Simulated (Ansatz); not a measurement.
The reference is ZnSe in the zinc blende structure (space group F-43m, No. 216; a = 5.666 Å).

Calculations: r2SCAN in Ansatz (plane waves to 500 eV, PAW, no SOC).

For the base:

| Item | Result |
|---|---|
| Valley order | Γ 1.87 eV; L along ⟨111⟩ 3.05 eV; X along ⟨100⟩ 3.34 eV |
| Hole mass | 0.13, 0.60, 0.60 mₑ (at Γ) |
| Pressure | -0.01 GPa |

The change: an isotropic linear strain of −3.00 %; the atoms relax in the strained cell.

Q: What does the calculation give for the valley order, hole mass and pressure after the change?

A: The valley order (the lowest conduction-band minima on the path, energy above the VBM, named in the base's zone) changes from Γ 1.87 eV; L along ⟨111⟩ 3.05 eV; X along ⟨100⟩ 3.34 eV to Γ 2.27 eV; X along ⟨100⟩ 3.12 eV; L along ⟨111⟩ 3.22 eV; the hole mass (degenerate bands, along [100]) changes from 0.13, 0.60, 0.60 mₑ (at Γ) to 0.15, 0.53, 0.53 mₑ (at Γ); the pressure increases by 7.303 GPa, from -0.01 GPa to 7.30 GPa.

The levels and masses belong to the bands next to the band gap. Masses are band curvatures over ±0.01 Å⁻¹ around the edge. No phonon test of stability was made.

Ansatz is a program for electronic structure.
